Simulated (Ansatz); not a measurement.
Take InSb in the wurtzite structure (space group P6_3mc, No. 186; a = 4.5969 Å, c = 7.5648 Å; a hypothetical phase, not in the database extracts checked) as the base. Axes: x lies along a and z along c of the hexagonal cell.

One thing is altered: a pure shear with ε_xy = ε_yx = 0.0268, atoms relaxed at fixed cell.

Levels (all Ansatz, a program for electronic structure, PAW): PBEsol (420 eV, no SOC); r2SCAN (500 eV, scalar-relativistic without spin-orbit coupling).

The geometry is relaxed with PBEsol.

| Quantity | Value |
|---|---|
| PBEsol pressure | 0.0 GPa |

Problem. Predict the pressure from r2SCAN.

Solution. The pressure goes from zero to 0.8 GPa.

Single points use the geometry relaxed with PBEsol. Their cutoffs differ, which shifts pressures a little. The cells carry an imposed strain or load. No phonon test of stability was made. The final runs are not spin-polarised. Gaps under 0.05 eV, about the width of the smearing, are given as zero.
